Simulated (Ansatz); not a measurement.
Consider the following.

```xyz
6
Lattice="4.7147 0.0000 0.0000 0.0000 4.7147 0.0000 0.0000 0.0000 3.2306" Properties=species:S:1:pos:R:3 pbc="T T T"
Zn     0.0000     0.0000     0.0000
Zn     2.3574     2.3574     1.6153
F      1.4327     1.4327     0.0000
F      3.7901     0.9246     1.6153
F      0.9246     3.7901     1.6153
F      3.2820     3.2820     0.0000
```

No spin polarisation.

Computed with plane-wave PAW DFT at the PBE level (Ansatz, a program for electronic structure, 420 eV), no spin-orbit coupling. Settings: 7×7×10 k-points, 0.05 eV Fermi–Dirac smearing.

**Question.** Estimate the band gap.

**Answer.** 3.47 eV.

**Question.** Estimate the valence-band top at Γ (three highest levels, from the VBM).

**Answer.** 0.00, -0.36, -0.36 eV.

**Question.** What electron mass does the calculation give?

**Answer.** 0.40 mₑ out of plane, 0.44 mₑ in plane (at Γ).

**Question.** Predict the width of the top valence band.

**Answer.** 1.23 eV.

The cells carry an imposed strain or load. Masses are band curvatures over ±0.01 Å⁻¹ around the edge. No phonon test of stability was made. The cell was made from ZnF₂ in the rutile structure (space group P4_2/mnm, No. 136) by this change: biaxial strain −1.80 %, plane normal [001], relaxed out of plane.
